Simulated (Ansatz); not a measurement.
# What Sn → Sb does to K2Sn2O3

The parent structure is K2Sn2O3 (space group R-3m, No. 166; a = 6.0216 Å, c = 14.0887 Å (hexagonal axes)).

It is then changed as follows: Sb takes the place of Sn on all its sites; the structure is relaxed again.

Level of theory: plane-wave PAW DFT at the PBEsol level (Ansatz, a first-principles code, 420 eV), no SOC. Settings: 10×10×10 k-points, 0.05 eV Fermi–Dirac smearing, for the changed cell.

```
quantity                       base         changed        shift
-------------------  --------------  --------------  -----------
volume per atom            21.07 Å³        18.86 Å³     -2.21 Å³
density                  4.09 g/cm³      4.65 g/cm³  +0.56 g/cm³
lattice parameter a         6.022 Å         5.780 Å    -0.2413 Å
c/a ratio                     2.340           2.368       +0.028
space group          R-3m (No. 166)  R-3m (No. 166)            –
band gap                    0.98 eV            zero            –
```

Stability against distortions was not tested. As relaxed here, K2Sb2O3 is a hypothetical phase, not in the database extracts checked. All final runs are without spin polarisation.
